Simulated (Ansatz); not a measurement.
Start from CdS in the wurtzite structure (space group P6_3mc, No. 186).

```xyz
4
Lattice="4.1962 0.0000 0.0000 -2.0981 3.6341 0.0000 0.0000 0.0000 6.8295" Properties=species:S:1:pos:R:3 pbc="T T T"
Cd     2.0981     1.2114     3.4132
Cd     0.0000     2.4227     6.8279
S      2.0981     1.2114     0.8416
S      0.0000     2.4227     4.2564
```

The values are results of Ansatz (a first-principles code), PBE, PAW, cutoff 420 eV, without spin-orbit coupling, not measurements.

Base values:

- Width of the top valence band: 1.55 eV
- Electron mass: 0.12 mₑ along c, 0.13 mₑ across (at Γ)
- c/a ratio: 1.628
- Valence-band top at Γ: 0.00, 0.00, -0.04 eV

Modification: a hydrostatic pressure of 9 GPa.

### Question
What does the calculation give for the width of the top valence band, electron mass, c/a ratio and valence-band top at Γ after the change?

### Answer
The width of the top valence band rises by 0.39 eV (1.55 eV → 1.94 eV); the electron mass changes from 0.12 mₑ along c, 0.13 mₑ across (at Γ) to 0.14 mₑ along c, 0.15 mₑ across (at Γ); the c/a ratio increases by 0.002, from 1.628 to 1.630; the valence-band top at Γ (three highest levels, from the VBM) goes from 0.00, 0.00, -0.04 eV to 0.00, 0.00, -0.07 eV.

The levels and masses belong to the bands next to the band gap. Load acts through the strain it causes; cell and atoms are relaxed under it. Effective masses come from finite differences of ±0.01 Å⁻¹. No phonon test of stability was made. Measured, CdS leaves this structure (for rock salt) near 2.54 GPa (temperature not stated; as listed in Datta, Sujoy, Jana, Debnarayan, arXiv (2020)), on rising pressure, with hysteresis.
